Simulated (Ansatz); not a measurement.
The starting structures come from a database of crystals and need not be the phases stable at ambient conditions.

Input:

```
CELL_PARAMETERS angstrom
      6.23719     0.00000     0.00000
     -3.11860     9.20078     0.00000
      3.11860     0.00000     7.49763
ATOMIC_POSITIONS crystal
  Ba 0.59346 0.66220 0.98992
  Ba 0.92118 0.33780 0.01008
  Ba 0.33338 0.16220 0.51008
  Ba 0.68126 0.83780 0.48992
  Ba 0.00103 0.50000 0.50000
  Ba 0.25103 0.00000 0.00000
  P  0.41921 0.50604 0.65462
  P  0.56779 0.49396 0.34538
  P  0.82383 0.00604 0.84538
  P  0.66317 0.99396 0.15462
  P  0.34905 0.34860 0.19518
  P  0.19563 0.65140 0.80482
  P  0.29423 0.84860 0.30482
  P  0.75045 0.15140 0.69518
```

Space group of this cell: Fdd2. The cell is taken as given; by PBEsol its mean pressure is -2.2 GPa.

Transport runs along the normal of the first two printed cell vectors.

The gap is the functional's own. No spin-orbit coupling. Mid-gap values are interpolated on the energy grid.

### Question
State the band gap and the smallest decay constant κ at mid-gap according to PBEsol (Ansatz, a program for electronic structure).

### Answer
Gap 0.45 eV on a 6×6×6 mesh; κ = 0.149 1/Å, at the zone centre.
